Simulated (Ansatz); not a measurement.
Cell and atoms of amorphous Al₂₈O₄₄Ti:

```
CELL_PARAMETERS angstrom
      9.29475     0.00000     0.00000
      0.00000     9.29475     0.00000
      0.00000     0.00000     9.29475
ATOMIC_POSITIONS crystal
  Al 0.80596 0.67621 0.76344
  Al 0.33133 0.18235 0.18711
  Al 0.00552 0.19851 0.00994
  Al 0.13638 0.60054 0.57008
  Al 0.38502 0.71697 0.41884
  Al 0.72897 0.67720 0.42890
  Al 0.34131 0.71181 0.84292
  Al 0.88067 0.90121 0.18029
  Al 0.67473 0.21652 0.12603
  Al 0.04715 0.87503 0.47794
  Al 0.60947 0.69836 0.03274
  Al 0.20986 0.51714 0.19847
  Al 0.31276 0.84566 0.14708
  Al 0.10174 0.12720 0.33734
  Al 0.27133 0.96815 0.64398
  Al 0.53373 0.42772 0.32770
  Al 0.12731 0.45859 0.82647
  Al 0.26396 0.18260 0.83206
  Al 0.70161 0.39522 0.60884
  Al 0.80082 0.95222 0.83668
  Al 0.07065 0.87531 0.91015
  Al 0.98956 0.24045 0.59538
  Al 0.59279 0.95302 0.26374
  Al 0.58286 0.89044 0.62694
  Al 0.95797 0.58746 0.05928
  Al 0.87540 0.39991 0.32397
  Al 0.75802 0.42402 0.92255
  Al 0.42357 0.39595 0.96588
  O  0.51125 0.88936 0.44026
  O  0.32529 0.38404 0.79165
  O  0.93293 0.53606 0.86388
  O  0.34996 0.20985 0.99667
  O  0.96120 0.25161 0.40295
  O  0.45932 0.59843 0.95064
  O  0.38115 0.40847 0.19466
  O  0.82519 0.27263 0.67562
  O  0.70756 0.74557 0.60468
  O  0.75320 0.80554 0.29040
  O  0.94019 0.82796 0.76944
  O  0.99921 0.96037 0.31507
  O  0.74364 0.03558 0.15755
  O  0.98714 0.69822 0.50296
  O  0.52807 0.35843 0.51545
  O  0.10535 0.40400 0.61713
  O  0.30343 0.54670 0.49001
  O  0.11886 0.21193 0.16144
  O  0.51767 0.13872 0.22814
  O  0.00903 0.51070 0.23827
  O  0.70393 0.79270 0.89685
  O  0.26470 0.24496 0.39870
  O  0.27583 0.69166 0.25454
  O  0.23423 0.82886 0.51200
  O  0.08473 0.05972 0.55217
  O  0.69729 0.35121 0.26390
  O  0.84994 0.29564 0.03949
  O  0.97892 0.77771 0.06806
  O  0.54951 0.61464 0.36677
  O  0.34692 0.14787 0.65576
  O  0.79276 0.49794 0.46932
  O  0.68055 0.02206 0.71477
  O  0.24405 0.80663 0.97768
  O  0.75247 0.57075 0.06491
  O  0.15602 0.51115 0.01610
  O  0.41868 0.83985 0.71831
  O  0.26859 0.00348 0.23768
  O  0.59943 0.32399 0.97634
  O  0.68791 0.51138 0.76014
  O  0.93968 0.02254 0.96339
  O  0.50734 0.83361 0.13227
  O  0.18971 0.63587 0.75254
  O  0.18648 0.00158 0.81280
  O  0.08510 0.26350 0.84961
  Ti 0.32948 0.33347 0.56092
```

Methods: PBE, scalar-relativistic without spin-orbit coupling (Ansatz, an electronic-structure program); r2SCAN, scalar-relativistic without spin-orbit coupling (Ansatz); HSE06, scalar-relativistic without spin-orbit coupling (Ansatz). Neutral PBE cell, which sets geometry, pressure and energy: sampling: a 2×2×2 Γ-centred mesh; Fermi-Dirac width 0.02 eV; no spin polarisation. Exact exchange is cut at the faces of this 9 Å cell, which leaves hybrid gaps a finite-size error.

Preparation: random packing, a CHGNet melt and quench, and a DFT relaxation. O atoms were pushed apart under 1.9 Å during the dynamics, to hinder bonds among them. The hot cell started wider than the set density and was brought back towards it in steps. It is the lowest in DFT energy of 2 quenches. It is a model cell: composition and starting density were chosen by hand, and all elements were melted together. No dispersion term was used. Its density started from a set value of 3.12 and ended at 3.12 g/cm³. The simulated quench (nominally 340 K/ps over its main leg) is rapid and tends to freeze in more defects than a deposited or slowly cooled glass has. One small periodic cell is one sample of the glass; other quenches scatter about these values. The volume was held where the preparation left it.

Problem. Give the pressure, the energy against reference phases and the spacing of the highest filled and lowest empty levels.

Solution. 
```yaml
Pressure on a 2×2×2 Γ-centred mesh: -0.64 GPa
Largest force and stress component on that mesh (the relaxation ran on the zone centre alone): 0.04 eV/Å and 1.7 GPa
Energy relative to corundum + anatase TiO2 (lowest mix at this level among the phases computed, not always the ambient ones): 0.183 eV/atom
Gap between localised states on a 2×2×2 Γ-centred mesh (PBE): 2.42 eV
Gap between localised states at the zone centre (PBE): 2.44 eV
Gap between localised states at the zone centre (r2SCAN): 2.78 eV
Gap between localised states at the zone centre (HSE06): 4.12 eV
Distance between the nearest levels spread over more than a fifth of the atoms or a third of the atoms of their main element (six at least) (PBE, zone centre): 3.99 eV
```

Problem. At PBE and the zone centre, how localised are the states just below and above the Fermi level (participation number: the atoms over which a state spreads)?

Solution. The highest filled state is spread over 3.7 atoms' worth, largest on O60, with weights by element (charge in smoothed Voronoi cells) O 0.94, Al 0.06, Ti 0.00. The lowest empty state is spread over 1.8 atoms' worth, largest on Ti73, with weights by element (charge in smoothed Voronoi cells) Ti 0.75, O 0.22, Al 0.04.

At PBE the levels at both edges of the gap are localised (band-tail or defect states), and the nearest spread-out levels lie 4.0 eV apart at the zone centre.

Neighbours within Al-Al 2.66 Å, Al-O 2.30 Å, Al-Ti 2.89 Å, O-O 1.58 Å, O-Ti 2.49 Å, Ti-Ti 3.12 Å count as bonded. Two cations that share two anions don't count as bonded, nor two that share one unless they lie closer than Al-Al 2.59 Å, Al-Ti 2.81 Å, Ti-Ti 3.04 Å.

Added carriers, by PBE, scalar-relativistic without spin-orbit coupling (Ansatz) on the zone centre alone. Charged cells keep the cell fixed and stand in a uniform background, with no image correction, at a width of 0.01 eV; where the count is odd the moment is locked at 1 μB, unless the neutral cell bore moments. Each starts from the undistorted neutral geometry alone. PBE's self-interaction favours spread-out carriers, so it can miss traps that a hybrid finds.

Problem. What happens at PBE when the cell takes an extra electron and the atoms relax?

Solution. Relaxation lowers the charged cell by 0.46 eV. The largest moves are O36 0.21 Å, O50 0.18 Å, O65 0.17 Å, Al14 0.17 Å. The level that holds the added charge spreads over 1.9 atoms' worth, most on Ti73 (weight 0.71): a localised (trapped) carrier, which neighbours of that atom can share. Bonds broken: Al14-O65. Made neutral again at that geometry, the cell lies +0.71 eV from the neutral start.

Problem. What happens at PBE when the cell takes a hole and the atoms relax?

Solution. Relaxation lowers the charged cell by 0.15 eV. The largest moves are O36 0.15 Å, O60 0.07 Å, Al20 0.05 Å, Al2 0.05 Å. The level that was emptied spreads over 8.1 atoms' worth, most on O60 (weight 0.24): a partly localised carrier. No bond crosses its cut-off with a change of over 0.15 Å (metal-metal contacts aside). Made neutral again at that geometry, the cell lies +0.21 eV from the neutral start.
